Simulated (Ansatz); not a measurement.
We consider B₂O₃ (model structure, P-62c, No. 190, 10 atoms in the cell), described by PBEsol (Ansatz, an electronic-structure program, plane waves, PAW).

Settings: plane-wave cutoff 520 eV, 12×12×6 k mesh (along the axes of the cell as run), Fermi–Dirac smearing 0.01 eV, scalar-relativistic PAW data made under PBE.

Computed at the level's own relaxed cell.

```yaml
crystal:
  lattice:
    - [4.37750, 0.00000, 0.00000]
    - [-2.18875, 3.79103, 0.00000]
    - [0.00000, 0.00000, 7.23750]
  atoms:
    - { symbol: O, position: [0.95441, 0.28765, 0.25000] }
    - { symbol: B, position: [0.66667, 0.33333, 0.25000] }
    - { symbol: B, position: [0.00000, 0.00000, 0.25000] }
    - { symbol: O, position: [0.71235, 0.66676, 0.25000] }
    - { symbol: O, position: [0.33324, 0.04559, 0.25000] }
    - { symbol: O, position: [0.28765, 0.95441, 0.75000] }
    - { symbol: B, position: [0.00000, 0.00000, 0.75000] }
    - { symbol: B, position: [0.33333, 0.66667, 0.75000] }
    - { symbol: O, position: [0.04559, 0.33324, 0.75000] }
    - { symbol: O, position: [0.66676, 0.71235, 0.75000] }
```

**Question.** List the 32 lowest band energies at Γ above −25 eV (eV, relative to the valence band maximum), grouping those that round alike.

**Answer.** At Γ: -19.70, -19.64, -17.44 (×2), -17.41 (×2), -8.68, -8.63, -6.76 (×2), -6.72 (×2), -4.92, -4.07, -0.88, -0.86, -0.78 (×2), -0.59 (×2), -0.58 (×2), -0.46 (×2), 4.95, 5.62, 5.75, 9.27, 10.96, 11.42, 13.10, 13.37.

Note: the relaxation could raise the start's symmetry but not lower it, so the cell can be a saddle point; the cell has widely spaced layers and the level no dispersion term, so their spacing and the moduli can rest on weak binding.

A model structure was made by putting elements into a prototype or built by hand; it is no filed structure, need not be a known phase, and can be a saddle point held by its symmetry.
